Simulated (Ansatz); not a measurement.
# Electron-phonon data for Pt3Zn (Pm-3m)

Input:

```
CELL_PARAMETERS angstrom
      3.87429     0.00000     0.00000
      0.00000     3.87429     0.00000
      0.00000     0.00000     3.87429
ATOMIC_POSITIONS crystal
  Zn 0.00000 0.00000 0.00000
  Pt 0.50000 0.50000 0.00000
  Pt 0.00000 0.50000 0.50000
  Pt 0.50000 0.00000 0.50000
```

Calculation: PBEsol, DFPT electron-phonon coupling, linearised Boltzmann equation (plane waves, PAW, scalar-relativistic; Ansatz, a program for electronic structure). Cell: relaxed with this functional, without spin-orbit coupling.

- resistivity at 300 K: 13.7 μΩ·cm
- electron mean free path at 300 K (weighted by the current that each state carries): 6.0 nm
- Drude plasma energy: 6.4 eV
- Hall coefficient at 300 K: 8.9 ×10⁻¹¹ m³/C

A metal at this level (no band gap). Only scattering by harmonic phonons is included (no impurities, grain boundaries, electron-electron scattering or thermal expansion). Spin-orbit coupling is left out, which matters with elements this heavy. The run warned that the eigensolver left some states short of its tolerance. Halving the electron mesh (24x24x24) moves the resistivity by up to 1 % at 300 K, the mean free path by up to 6 %. Smearing 0.20 eV; phonons on a 4x4x4 q mesh, which this run doesn't test and which matters most at low temperature.

Formula and space group known from diffraction (Crystallography Open Database), not checked to be the room-temperature form: Pt3Zn (Pm-3m).
